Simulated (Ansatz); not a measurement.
Start from GeS in the GeS type structure (space group Pnma, No. 62; a = 10.661 Å, b = 3.681 Å, c = 4.356 Å; layered, stacked along the Cartesian x axis).

Levels (all Ansatz, a program for electronic structure, PAW): PBE-D3(BJ) (420 eV, no spin-orbit coupling); PBE+SOC (420 eV, noncollinear with spin-orbit coupling).

The geometry is relaxed with PBE-D3(BJ).

| Item | Value |
|---|---|
| PBE-D3(BJ) width of the top valence band | 1.40 eV |
| PBE-D3(BJ) band gap | 1.24 eV |
| PBE-D3(BJ) smallest direct gap | 1.26 eV |

Problem. Predict the width of the top valence band, band gap and smallest direct gap from PBE+SOC.

Solution. The width of the top valence band falls by 0.02 eV to 1.38 eV; the band gap stays essentially unchanged (1.24 eV against 1.23 eV); the smallest direct gap remains 1.26 eV.

Single points use the geometry relaxed with PBE-D3(BJ). The spin-orbit shifts are approximate. Stability against distortions was not tested. The program warned that a D3 coordination switch lies within reach, so dispersion energies are less smooth here.
